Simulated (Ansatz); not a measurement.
What Tl → Pb does to Tl

The parent structure is Tl in the hcp (Mg type) structure (space group P6_3/mmc, No. 194; a = 3.521 Å, c = 5.603 Å).

Perturbation: every Tl is replaced by Pb, then cell and atoms are relaxed.

The values are results of Kohn–Sham DFT with the r2SCAN functional, run in Ansatz (a program for electronic structure) with PAW and 500 eV plane waves, without spin-orbit coupling, earlier PAW set, not measurements. Settings: 15×15×8 k-points, 0.05 eV Fermi–Dirac smearing, for the changed cell.

```json
[
 {"quantity": "volume per atom", "base": "30.07 Å³", "changed": "31.01 Å³", "shift": "+0.94 Å³"},
 {"quantity": "density", "base": "11.29 g/cm³", "changed": "11.09 g/cm³", "shift": "-0.191 g/cm³"},
 {"quantity": "lattice parameter a", "base": "3.521 Å", "changed": "3.514 Å", "shift": "-0.007 Å"},
 {"quantity": "c/a ratio", "base": "1.591", "changed": "1.651", "shift": "+0.060"},
 {"quantity": "space group", "base": "P6_3/mmc (No. 194)", "changed": "P6_3/mmc (No. 194)", "shift": "–"},
 {"quantity": "shortest interatomic distance", "base": "3.461 Å", "changed": "3.514 Å", "shift": "+0.053 Å"},
 {"quantity": "band gap", "base": "zero", "changed": "zero", "shift": "–"}
]
```

Final structure:

```yaml
crystal:
  lattice:
    - [3.51373, 0.00000, 0.00000]
    - [-1.75686, 3.04298, 0.00000]
    - [0.00000, 0.00000, 5.80074]
  atoms:
    - { symbol: Pb, position: [0.33333, 0.66667, 0.75000] }
    - { symbol: Pb, position: [0.66667, 0.33333, 0.25000] }
```

Cost of the whole job for the changed cell (relaxation, final SCF and bands): very roughly 3 core-minutes.

Whether these cells are dynamically stable was not tested. This is not the structure that Pb has at room temperature and ambient pressure.
